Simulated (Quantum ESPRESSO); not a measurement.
Quantum ESPRESSO run on Li2Cu3Ge (P1, 6 atoms in the cell): self-consistent single point.

Method: LDA (PZ), GBRV 1.5 ultrasoft (LDA) pseudopotentials (plane waves; Quantum ESPRESSO).

The change in words: lattice scaled by 0.98. Reference geometry:
```yaml
crystal:
  lattice:
    - [2.48373, 1.43398, 3.94919]
    - [-2.48373, 1.43398, 3.94919]
    - [0.00000, -2.86796, 3.94919]
  atoms:
    - { symbol: Li, position: [0.63396, 0.62056, 0.63281] }
    - { symbol: Li, position: [0.37594, 0.36832, 0.37588] }
    - { symbol: Cu, position: [0.99487, 0.50369, 0.00760] }
    - { symbol: Cu, position: [0.98554, 0.01702, 0.49361] }
    - { symbol: Cu, position: [0.52192, 0.98895, 0.98950] }
    - { symbol: Ge, position: [0.98777, 0.00147, 0.00061] }
```

Reference input (self-consistent single point, DFT, LDA (PZ), plane waves, GBRV 1.5 ultrasoft (LDA) pseudopotentials): ecutwfc = 50 Ry; ecutrho = 400 Ry; occupations = smearing; smearing = gaussian; degauss = 0.0073499 Ry; potentials = {Li: li_lda_v1.4.uspp.F.UPF, Cu: cu_lda_v1.2.uspp.F.UPF, Ge: ge_lda_v1.4.uspp.F.UPF}; K_POINTS = automatic 4 4 4 0 0 0; conv_thr = 1e-10 Ry; mixing_beta = 0.5. This run's input differs from it in these lines:

```diff
@@ -36,5 +36,5 @@
 CELL_PARAMETERS {angstrom}
-   2.4837300000     1.4339820000     3.9491900000
-  -2.4837300000     1.4339820000     3.9491900000
-   0.0000000000    -2.8679640000     3.9491900000
+   2.4340550000     1.4053020000     3.8702060000
+  -2.4340550000     1.4053020000     3.8702060000
+   0.0000000000    -2.8106050000     3.8702060000
```

Output, abridged:

```
     Self-consistent Calculation

     iteration #  1     ecut=    50.00 Ry     beta= 0.50

     total energy              =   -1434.82472750 Ry
     estimated scf accuracy    <      31.28331790 Ry

     iteration #  2     ecut=    50.00 Ry     beta= 0.50

     total energy              =   -1450.61700602 Ry
     estimated scf accuracy    <      38.79980108 Ry

     iteration #  3     ecut=    50.00 Ry     beta= 0.50

     total energy              =   -1451.80279274 Ry
     estimated scf accuracy    <       5.84206303 Ry

   [... 12 blocks of this kind left out ...]

     iteration # 16     ecut=    50.00 Ry     beta= 0.50

     total energy              =   -1452.40299140 Ry
     estimated scf accuracy    <          3.7E-10 Ry

     iteration # 17     ecut=    50.00 Ry     beta= 0.50
     End of self-consistent calculation

     the Fermi energy is    10.0836 ev

!    total energy              =   -1452.40299140 Ry
     estimated scf accuracy    <          5.2E-11 Ry
     smearing contrib. (-TS)   =      -0.00079104 Ry
     internal energy E=F+TS    =   -1452.40220037 Ry

     convergence has been achieved in  17 iterations

     Forces acting on atoms (cartesian axes, Ry/au):

     atom    1 type  1   force =    -0.00442372    0.00038840   -0.00272217
     atom    2 type  1   force =    -0.00330470   -0.00050300   -0.00038866
     atom    3 type  2   force =     0.02518147    0.00599129   -0.01116013
     atom    4 type  2   force =     0.02036438    0.01098195   -0.00135616
     atom    5 type  2   force =    -0.04996625   -0.02830727   -0.02557240
     atom    6 type  3   force =     0.01214881    0.01144863    0.04119952

     Total force =     0.085429     Total SCF correction =     0.000002

          total   stress  (Ry/bohr**3)                   (kbar)     P=       -5.40
  -0.00006955  -0.00000399   0.00002130          -10.23       -0.59        3.13
  -0.00000399  -0.00007821   0.00001594           -0.59      -11.51        2.35
   0.00002130   0.00001594   0.00003756            3.13        2.35        5.53

   JOB DONE.
```

The run converged in 17 iterations. Against the reference run the free energy goes down by 12.6 meV/atom, the pressure goes from -5.36 to -0.54 GPa and the largest force goes from 1.248 to 1.616 eV/Å.

The starting cell comes from a database of computed structures (which also holds hypothetical and non-ambient phases and stackings), without a prior relaxation at this level. Its atoms were displaced at random from the sites of space group no. 166. For this run, on top of that: lattice scaled by 0.98. Spin polarisation is off. Forces in this geometry exceed 1 eV/Å.

Cost on one core of a shared machine: roughly 4 min.
